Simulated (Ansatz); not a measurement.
Results of PBE-D3(BJ) (Ansatz, a program for electronic structure, plane waves, PAW) for ReC (model structure, started from the NbAs type, I4₁md, No. 109, 4 atoms in the cell).

Input:

Ansatz 0.2 input:
```yaml
crystal:
  lattice:
    - [-1.4032378678, 1.4032378678, 4.9387706854]
    - [1.4032378678, -1.4032378678, 4.9387706854]
    - [1.4032378678, 1.4032378678, -4.9387706854]
  atoms:
    - { symbol: Re, position: [0.4981845544, 0.4981845544, 0.0] }
    - { symbol: Re, position: [0.2481845544, 0.7481845544, 0.5] }
    - { symbol: C, position: [0.9178154456, 0.9178154456, 0.0] }
    - { symbol: C, position: [0.6678154456, 0.1678154456, 0.5] }
basis:
  ecutwfc: 520
  ecutrho_ratio: 4
  xc_grid: 2
kpoints:
  mp_grid: { grid: [28, 28, 28] }
hamiltonian:
  xc: pbe
  dispersion: d3bj
  pseudopotentials: { kind: paw }
scf:
  occupations: { method: fermi_dirac, width: 0.05 }
output:
  forces: true
  stress: true
  eigenvalues: true
relax:
  f_tol: 0.004
  escape_saddle: false
  max_steps: 80
  cell: { stress_tol: 0.02, fix: [volume] }
```

From the output:

```
Relaxation: its limit of steps is 80 (relax.max_steps)
Crystal: 4 atoms, lattice volume = 38.899 Å³
Basis set: ecut = 520 eV, 1063 PW (Γ), FFT grids on a1+a3, a2+a3, a3, exchange–correlation on 48×48×80 points (8 copies of the dense FFT grid, shifted against one another)
Bands: 23, of which v1, the nominal top of the filled ones, is band 19 counted from 1 (18 counted from 0)
Symmetry: 8 space group operations
Space group: I41md (ITA 109), of the structure as read, at distance tolerance 3.4e-5 Å
k-points: 1639 of 21952 (time reversal used)
Functional: x = pbe(κ = 0.804, μ = 0.2195149727645171), c = pbe(β = 0.06672455060314922)
SCF iter   1: F=—  HF=-22238.771479 eV  |F-HF|=—  |Δ(HF+E_count)|=         —  Δρ=1.17e-2  dr2=2.61e-2
SCF iter   2: F=—  HF=-22238.772328 eV  |F-HF|=—  |Δ(HF+E_count)|=   8.49e-4  Δρ=6.29e-3  dr2=6.24e-3
  ...
SCF 1 converged in 6 iterations: F = -22238.773547 eV  dr2 = 7.27e-9
Crystal: 4 atoms, lattice volume = 38.899 Å³
Initial density: handed on by an earlier stage of this run
SCF 2 converged in 6 iterations: F = -22238.773578 eV  dr2 = 4.14e-12
Crystal: 4 atoms, lattice volume = 38.899 Å³
SCF 3 converged in 6 iterations: F = -22238.773711 eV  dr2 = 1.09e-12
Crystal: 4 atoms, lattice volume = 38.899 Å³
SCF 4 converged in 6 iterations: F = -22238.773718 eV  dr2 = 9.92e-14
Crystal: 4 atoms, lattice volume = 38.899 Å³
SCF iter   7: F=-22238.773719 eV  HF=-22238.773719 eV  |F-HF|=1.46e-11  |Δ(HF+E_count)|=  7.28e-12  Δρ=3.47e-9  dr2=4.24e-15
SCF iter   8: F=-22238.773719 eV  HF=-22238.773719 eV  |F-HF|=3.64e-12  |Δ(HF+E_count)|=  1.82e-11  Δρ=9.28e-10  dr2=2.63e-16
SCF 5 converged in 8 iterations: F = -22238.773719 eV  dr2 = 2.63e-16
SCF converged after 8 iterations
Free energy (F): -22238.773719 eV
Internal energy: -22238.760366 eV  (E = F + TS)
E sigma→0 (E₀):  -22238.767042 eV
Fermi energy:    23.595190 eV
--- Stress (GPa, compression-positive) ---
        9.014212       0.000000       0.000000
        0.000000       9.014212       0.000000
       -0.000000      -0.000000       9.007180
  P = ⅓ Tr σ = 9.0119 GPa (90.119 kbar)
```

The cell is one volume of an energy–volume scan, off the minimum.

Note: the run has no spin polarisation, so it can have missed a magnetic state. Note: the relaxation could raise the start's symmetry but not lower it, so the cell can be a saddle point.

The result took very roughly 16 core-minutes.

A model structure was made by putting elements into a prototype or built by hand; it is no filed structure, need not be a known phase, and can be a saddle point held by its symmetry.
